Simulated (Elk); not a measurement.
Band structure of Mg2Zn (P6_3/mmc, 6 atoms in the cell).

```xyz
6
Lattice="3.0882 0.0000 0.0000 -1.5441 2.6745 0.0000 0.0000 0.0000 14.5266" Properties=species:S:1:pos:R:3 pbc="T T T"
Mg     0.0000     1.7830     5.9294
Mg     1.5441     0.8915     8.5971
Mg     1.5441     0.8915    13.1927
Mg     0.0000     1.7830     1.3338
Zn     1.5441     0.8915     3.6316
Zn     0.0000     1.7830    10.8949
```

Method of the run: LDA (PW92), all-electron FP-LAPW, Elk's shipped species files, default APW+lo basis in Elk.

Settings: xctype = 3; rgkmax = 7; stype = 0; swidth = 0.00499791 Ha; ngridk = 10 10 2.

The starting cell comes from a database of computed structures (which also holds hypothetical and non-ambient phases and stackings), without a prior relaxation at this level. Values depend on the basis (sphere radii, cutoffs, local orbitals), which need not be converged.

Levels in eV from the Fermi level, bands 35 to 42:
```
point     35     36     37     38     39     40    41    42
-----  -----  -----  -----  -----  -----  -----  ----  ----
Γ      -6.67  -4.97  -4.89  -1.76  -1.09   2.98  3.80  8.76
M      -2.42  -2.25  -1.65  -1.59   0.02   0.05  0.40  0.71
K      -0.75  -0.35  -0.35  -0.21  -0.19  -0.19  0.14  1.61
A      -6.11  -6.11  -3.36  -3.36   0.83   0.83  6.23  6.23
L      -2.44  -2.44  -1.35  -1.35  -0.56  -0.56  1.53  1.53
H      -0.58  -0.58  -0.51  -0.51   0.08   0.08  0.85  0.85
```

Bands cross the Fermi level along this path, so the cell is metallic at this level.
